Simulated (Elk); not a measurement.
Input and output of a self-consistent single point for Mo3Si (Pm-3n, 8 atoms in the cell) (Elk).

Method: Elk with PBE, spin-orbit coupling in second variation, all-electron FP-LAPW, Elk's shipped species files, APW+lo basis with extra local orbitals.

```yaml
crystal:
  lattice:
    - [4.93890, 0.00000, 0.00000]
    - [0.00000, 4.93890, 0.00000]
    - [0.00000, 0.00000, 4.93890]
  atoms:
    - { symbol: Si, position: [0.50000, 0.50000, 0.50000] }
    - { symbol: Si, position: [0.00000, 0.00000, 0.00000] }
    - { symbol: Mo, position: [0.25000, 0.00000, 0.50000] }
    - { symbol: Mo, position: [0.50000, 0.25000, 0.00000] }
    - { symbol: Mo, position: [0.50000, 0.75000, 0.00000] }
    - { symbol: Mo, position: [0.75000, 0.00000, 0.50000] }
    - { symbol: Mo, position: [0.00000, 0.50000, 0.75000] }
    - { symbol: Mo, position: [0.00000, 0.50000, 0.25000] }
```

Reference input (self-consistent single point, DFT, PBE, all-electron FP-LAPW, Elk's shipped species files, APW+lo basis with extra local orbitals): xctype = 20; rgkmax = 7.5; stype = 0; swidth = 0.00734986 Ha; ngridk = 5 5 5; gmaxvr = 14 1/bohr; nxlo = 2; lorbcnd = true; rmtscf = 0.84; lmaxi = 3. This run's input differs from it in these lines:

```diff
@@ -5,2 +5,5 @@
   20
+
+spinorb
+  .true.
 
@@ -23,2 +26,5 @@
   3
+
+nempty
+  10
```

Log, with long lists cut:

```
│ Self-consistent loop started │
│ Loop number : 1 │
 total energy                :     -24859.0798695
 total moment                :  -0.3749253139E-24 -0.3268934041E-20  0.8733377935E-22
│ Loop number : 2 │
 total energy                :     -24860.1828006
 total moment                :   0.6942265743E-25  0.1005884915E-21 -0.2161184970E-20
RMS change in Kohn-Sham potential (target) :   0.2214928545     (  0.1000000000E-05)
Absolute change in total energy (target)   :    1.102931056     (  0.1000000000E-03)
│ Loop number : 3 │
 total energy                :     -24860.9216498
   [... lines left out ...]
 total energy                :     -24878.2171549
 total moment                :  -0.3310881583E-23  0.1023710623E-20  0.3063311930E-20
RMS change in Kohn-Sham potential (target) :   0.5112648722E-07 (  0.1000000000E-05)
Absolute change in total energy (target)   :   0.1932264422E-03 (  0.1000000000E-03)
│ Loop number : 16 │
 total energy                :     -24878.2171466
 total moment                :  -0.8788619200E-22 -0.1400865845E-20  0.5199131868E-20
RMS change in Kohn-Sham potential (target) :   0.2682132680E-07 (  0.1000000000E-05)
Absolute change in total energy (target)   :   0.5668758240E-04 (  0.1000000000E-03)
Convergence targets achieved

│ Loop number : 17 │

Energies :
 Fermi                       :     0.523006918129
 xc effective B-field        :    -0.574069683219E-09
 external B-field            :      0.00000000000
 total energy                :     -24878.2171424
 (external B-field energy excluded from total)

Density of states at Fermi energy :    94.56330171
 (states/Hartree/unit cell)

Estimated indirect band gap :   0.5242222507E-02
 from k-point      7 to k-point      9
Estimated direct band gap   :   0.1336667316E-01
 at k-point      9

Charges :
 core                        :    188.0000000
 valence                     :    92.00000000
 interstitial                :    21.82324565
 muffin-tins (core leakage)
  species :    1 (Si)
   atom    1                 :    11.34066208     (  0.7839550544E-02)
   [... lines left out ...]
   atom    5                 :   0.6676739012E-21 -0.8801732834E-21  0.5602484877E-22
   atom    6                 :  -0.6676739012E-21  0.8801732834E-21  0.5602484877E-22
 total in muffin-tins        :   0.1120496975E-21  0.1447996914E-20 -0.1648896284E-20
 total moment                :   0.8697087442E-22  0.1440310443E-20 -0.1656038919E-20

│ Self-consistent loop stopped │
```

The run converged in 17 iterations. The count includes the last loop, which Elk runs after its targets are met. 

The starting cell has typed, rounded lattice constants, without a prior relaxation at this level. Its lattice was rescaled by a random factor within 2.5 % of one. Values depend on the basis (sphere radii, cutoffs, local orbitals), which need not be converged. The log's line on a gap gives a spacing of levels on this mesh, which the program prints for metals too.

Cost on one core of a shared machine: roughly 4 min.
